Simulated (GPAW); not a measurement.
Band structure of Ti3Be (P6_3/mmc, 8 atoms in the cell).

```xyz
8
Lattice="5.4973 0.0000 0.0000 -2.7487 4.7608 0.0000 0.0000 0.0000 4.4423" Properties=species:S:1:pos:R:3 pbc="T T T"
Ti     1.4366     0.8294     3.3317
Ti     1.3120     3.9314     1.1106
Ti     0.0000     1.6589     1.1106
Ti     2.7487     3.1020     3.3317
Ti     4.0607     0.8294     3.3317
Ti    -1.3120     3.9314     1.1106
Be     2.7487     1.5869     1.1106
Be     0.0000     3.1739     3.3317
```

Method of the run: LDA (Perdew-Wang 92), GPAW PAW datasets LDA (gpaw-data 1.0.1) (plane waves; GPAW).

Settings: mode = pw; ecut = 800 eV; xc = LDA; kpts = 5 5 6; mesh shift (steps) = 0 0 0; occupations.name = methfessel-paxton; occupations.width = 0.1 eV; occupations.order = 0; nbands = -12; symmetry.symmorphic = false; symmetry.tolerance = 0.0005; maxiter = 120; bandpath_npoints = 40.

The starting cell comes from a database of computed structures (which also holds hypothetical and non-ambient phases and stackings), without a prior relaxation at this level. Its lattice was rescaled by a random factor within 2.5 % of one. Spin polarisation is off.

Levels in eV from the Fermi level, bands 35 to 42:
```json
[
 {"point": "Γ", "35": "-1.14", "36": "-0.69", "37": "-0.69", "38": "-0.35", "39": "0.41", "40": "0.64", "41": "0.84", "42": "0.84"},
 {"point": "M", "35": "-0.64", "36": "-0.58", "37": "-0.51", "38": "-0.20", "39": "0.00", "40": "0.58", "41": "0.70", "42": "1.03"},
 {"point": "K", "35": "-0.50", "36": "-0.37", "37": "-0.37", "38": "0.00", "39": "0.00", "40": "0.58", "41": "0.58", "42": "0.73"},
 {"point": "A", "35": "-0.44", "36": "-0.44", "37": "-0.37", "38": "-0.37", "39": "0.22", "40": "0.22", "41": "1.12", "42": "1.12"},
 {"point": "L", "35": "-0.34", "36": "-0.34", "37": "0.17", "38": "0.17", "39": "0.25", "40": "0.25", "41": "0.60", "42": "0.60"},
 {"point": "H", "35": "-0.23", "36": "-0.23", "37": "-0.22", "38": "-0.22", "39": "0.12", "40": "0.12", "41": "0.88", "42": "0.88"}
]
```

Bands cross the Fermi level along this path, so the cell is metallic at this level.
